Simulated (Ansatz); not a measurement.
System: interstitial Cu in amorphous In10Ga10Zn10O40 (a melt-quenched model of 70 atoms) (charge state +1). The step: several atoms move together, Cu the farthest; the atom moves 2.63 Å along (0.26, 0.04, 0.09) of the unit cell; the moving atom starts with neighbours 2 O at 1.86, O at 2.20 Å and ends with O at 1.82, O at 1.85 Å. A PBE band in Ansatz (plane-wave PAW, the Γ point alone, 70 host sites, 128 SCF runs with any check of the saddle's order, static, no finite-size correction) gives a forward barrier of 1.73 eV. The saddle point's order was not checked. The charge state is imposed; whether it is stable for some Fermi level was not computed. Sites that were not tried may lie lower. At one site or more, about 1.5 electron(s) of the cell lie at energies of the host's conduction band, so they may not be on the defect. The order of the sites in energy changes with the mesh.

Single points at the band's start and saddle point can refine it. Rough cost of one point, in units of the band's mean SCF on the same machine:

```
Level                                             Cost of one point
------------------------------------------------  -----------------
PBE, a 2×2×2 k-point mesh shifted by half a step           about 10
r2SCAN at 500 eV, the Γ point alone                         about 4
```

Problem. Which of these move the barrier by more than 0.1 eV, and how far does each move it?

Solution. PBE, a 2×2×2 k-point mesh shifted by half a step: -0.35 eV; r2SCAN at 500 eV, the Γ point alone: -0.17 eV. Each functional is compared with PBE at the same k-points.

Ansatz is a program for electronic structure.
